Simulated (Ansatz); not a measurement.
Results of LDA (PAW; Ansatz, an electronic-structure program) for TbFe₂ (Fd-3m, No. 227; cell taken from a computed entry).

Settings: plane-wave cutoff 500 eV, 14×14×14 k mesh, Fermi–Dirac smearing 0.1 eV, spin-polarised start, scalar-relativistic PAW data made under PBE.

Computed at the level's own relaxed cell.

Problem. Predict the volume per atom.

Solution. 
* **volume per atom**: 13.92 Å³/atom

The run finds no gap.

Note: the magnetic order was assumed, not searched for or taken from measurement; the relaxation could not lower the start's symmetry, so the cell can be a saddle point above a distorted one; the 4f shell is treated without U or exact exchange, so its levels and filling can be wrong.

Spin–orbit coupling is not included.

Static lattice: no zero-point or thermal effects.

The result took roughly 9 core-minutes.
